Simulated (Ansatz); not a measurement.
The starting structures come from a database of crystals and need not be the phases stable at ambient conditions.

Inside the gap of an insulator the Bloch states are evanescent, with a wavenumber k + iκ along the transport direction.

Input:

```
LaMgNaWO6
1.0
    7.88396     0.00000     0.00000
    0.00910     7.95843     0.00000
    3.94198     0.00000     3.98455
Na La Mg W O
2 2 2 2 12
Direct
  0.75310   0.50000   0.49380
  0.24690   0.50000   0.50620
  0.24620   0.00000   0.50760
  0.75380   0.00000   0.49240
  0.74810   0.25620   0.00000
  0.25190   0.74380   0.00000
  0.24840   0.26190   0.00000
  0.75160   0.73810   0.00000
  0.30230   0.48970   0.00000
  0.69770   0.51030   0.00000
  0.50930   0.81200   0.00000
  0.49070   0.18800   0.00000
  0.00920   0.22890   0.48440
  0.99080   0.77110   0.51560
  0.50640   0.77110   0.48440
  0.49360   0.22890   0.51560
  0.00880   0.29350   0.00000
  0.99120   0.70650   0.00000
  0.80680   0.99420   0.00000
  0.19320   0.00580   0.00000
```

Space group of this cell: C2/m. The cell is taken as given; by r2SCAN its mean pressure is -7.5 GPa.

Transport runs along the normal of the first two printed cell vectors.

The gap is the functional's own. No spin-orbit coupling. Mid-gap values are interpolated on the energy grid.

Task: State the band gap and the smallest decay constant κ at mid-gap according to r2SCAN (Ansatz, an electronic-structure program).

Result: Gap 3.33 eV on a 8×4×8 mesh; κ = 0.433 1/Å, at the zone centre.
